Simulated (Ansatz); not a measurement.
A computed series for TiAl: response to strain

Start from TiAl (space group P4/mmm, No. 123; relaxed with 0.1 eV smearing).

```xyz
2
Lattice="2.7662 0.0000 0.0000 0.0000 2.7662 0.0000 0.0000 0.0000 4.0021" Properties=species:S:1:pos:R:3 pbc="T T T"
Ti     0.0000     0.0000     0.0000
Al     1.3831     1.3831     2.0010
```

Cartesian axes are those of the cell as printed.

Strains are applied to the cell and any free atomic positions relax.

Computed with LDA, PAW, 420 eV (Ansatz, an electronic-structure program; without spin-orbit coupling).

Notes on the quantities. energy relative to the base: free energy F.

```json
[
 {"uniaxial strain ε_xx (%)": "0", "energy relative to the base (meV/atom)": "0.0"},
 {"uniaxial strain ε_xx (%)": "0.5", "energy relative to the base (meV/atom)": "?"},
 {"uniaxial strain ε_xx (%)": "1", "energy relative to the base (meV/atom)": "1.0"},
 {"uniaxial strain ε_xx (%)": "1.5", "energy relative to the base (meV/atom)": "2.2"},
 {"uniaxial strain ε_xx (%)": "2", "energy relative to the base (meV/atom)": "3.9"},
 {"uniaxial strain ε_xx (%)": "2.5", "energy relative to the base (meV/atom)": "6.0"},
 {"uniaxial strain ε_xx (%)": "3", "energy relative to the base (meV/atom)": "8.5"}
]
```

Q: Fit ΔE = Aε² + Bε³ (ε in %) to the rows shown and predict the withheld row.

A: Least squares on the printed values gives A = 1.03 and B = -0.027 meV/atom (largest residual 0.0 meV/atom); this predicts 0.3 meV/atom, and the run gives 0.2 meV/atom, in agreement.

No phonon test of stability was made. The final runs are not spin-polarised.
